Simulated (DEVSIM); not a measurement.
Structure: W/Al2O3/n-Ge capacitor, at 250 K.

| layer (left to right) | material | thickness (nm) | Nd (cm⁻³) |
|---|---|---|---|
| 1 | Al2O3 | 2.90 | - |
| 2 | Ge | 7000 | 1.4e15 |

Metal gate on the left, work function 4.6 eV. Fixed charge at the semiconductor interface -7.4e10 cm⁻² (in units of +e); no interface traps.

This is a model device: material constants are rounded textbook-type values typed into the input, and sizes, dopings and lifetimes were drawn at random. Values at 300 K; Nc and Nv go as T^1.5, mobilities as T to minus their exponent, the gap by Varshni's rule with the affinity fixed.

| parameter | Al2O3 | Ge |
|---|---|---|
| gap (eV) | 6.8 | 0.664 |
| affinity (eV) | 1.35 | 4 |
| permittivity | 9 | 16 |
| Nc (cm⁻³) | - | 1.04e19 |
| Nv (cm⁻³) | - | 6e18 |
| Varshni α (eV/K) | - | 0.000477 |
| Varshni β (K) | - | 235 |

Simulated with DEVSIM: 1D Poisson equation in equilibrium, Boltzmann statistics, complete ionisation; no quantum confinement or tunnelling. Metal contacts follow the ideal Schottky-Mott rule: no Fermi-level pinning, no interface dipoles.

**Question.** Tabulate band edges, carrier densities and field at 0.2 V on the gate.

**Answer.** Energies count from the Fermi level of the right contact; mesh points crowd at the junctions.

```csv
x (μm),Ec (eV),Ev (eV),n (cm⁻³),p (cm⁻³),field (V/cm)
0.000,3.050,-3.750,< 1e2,< 1e2,990
0.0009827,3.050,-3.750,< 1e2,< 1e2,990
0.002101,3.050,-3.750,< 1e2,< 1e2,990
0.003069,0.400,-0.283,6.8e10,9.2e12,-7800
0.005670,0.398,-0.285,7.5e10,8.3e12,-7800
0.01031,0.395,-0.288,8.8e10,7.1e12,-7700
0.02107,0.386,-0.296,1.3e11,4.8e12,-7500
0.05701,0.360,-0.322,4.3e11,1.4e12,-7000
0.1222,0.318,-0.364,3.0e12,2.1e11,-5900
0.2735,0.247,-0.436,8.4e13,7.4e9,-3600
0.5944,0.192,-0.491,1.1e15,5.8e8,-480
1.755,0.186,-0.497,1.4e15,4.4e8,≈ 0
3.732,0.186,-0.497,1.4e15,4.4e8,≈ 0
5.553,0.186,-0.497,1.4e15,4.4e8,≈ 0
6.497,0.186,-0.497,1.4e15,4.4e8,≈ 0
6.771,0.186,-0.497,1.4e15,4.4e8,≈ 0
6.901,0.186,-0.497,1.4e15,4.4e8,≈ 0
6.957,0.186,-0.497,1.4e15,4.4e8,≈ 0
6.988,0.186,-0.497,1.4e15,4.4e8,≈ 0
6.997,0.186,-0.497,1.4e15,4.4e8,≈ 0
7.001,0.186,-0.497,1.4e15,4.4e8,≈ 0
7.003,0.186,-0.497,1.4e15,4.4e8,≈ 0
```
